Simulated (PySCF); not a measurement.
PySCF 2.14.0, TPSSH/def2-svp, df: C[Si](C)(O)[GeH3], 15 atoms. The geometry is a generated start, not checked to be a minimum at this level.

```
Item                          Result
-------------------  ---------------
task                          energy
method                         tpssh
basis                       def2-svp
two-electron scheme  density fitting
mol.max_memory               3000 MB
mf.max_cycle                     100
mf.conv_tol          1e-09 (default)
mf.grids.level           3 (default)
basis functions                  142
grid points                   180224
```

```xyz
15

Si    -0.2125    -0.0032    -0.2906
C     -0.9119    -1.5225     0.6266
C     -0.9058     1.5715     0.5298
O     -0.5890    -0.0632    -1.8791
Ge     2.1216    -0.0107    -0.3455
H     -0.6187    -2.4408     0.1247
H     -0.5412    -1.5708     1.6450
H     -1.9979    -1.5015     0.6716
H     -0.4844     1.7039     1.5217
H     -0.6573     2.4529    -0.0541
H     -1.9865     1.5348     0.6332
H     -1.4943    -0.1115    -2.1731
H      2.7528    -1.1852     0.3447
H      2.7617     1.1596     0.3430
H      2.7631    -0.0134    -1.6977
```

With the defaults (mf.DIIS = CDIIS, mf.diis = true, mf.init_guess = minao, mf.damp = 0, mf.diis_start_cycle = 1, mf.level_shift = 0, mf.diis_space = 8) it converges in 12 Fock builds. One run each on 2 threads, 1 BLAS thread, with these changes:
- mf.diis = false
- mf.DIIS = EDIIS
- mf.diis = false, mf.damp = 0.7, mf.diis_start_cycle = 999
- mf.diis_space = 3
- mf.diis_space = 20
- mf.level_shift = 0.1 Hartree
- mf.damp = 0.7, mf.diis_start_cycle = 8
- mf.init_guess = mod_huckel
- mf.level_shift = 1 Hartree

Question: Which runs fail or end elsewhere than the default run?

Answer: No convergence: mf.DIIS = EDIIS; mf.diis = false (the run ends without SCF convergence in 100 cycles). The rest reach the solution of the defaults.

| setting | Fock builds | end |
|---|---|---|
| the defaults | 12 | same solution |
| mf.diis_space = 20 | 12 | same solution |
| mf.level_shift = 0.1 Hartree | 12 | same solution |
| mf.init_guess = mod_huckel | 14 | same solution |
| mf.damp = 0.7, mf.diis_start_cycle = 8 | 15 | same solution |
| mf.diis_space = 3 | 16 | same solution |
| mf.diis = false, mf.damp = 0.7, mf.diis_start_cycle = 999 | 27 | same solution |
| mf.level_shift = 1 Hartree | 29 | same solution |
| mf.DIIS = EDIIS | 101 | no convergence |
| mf.diis = false | 101 | no convergence |
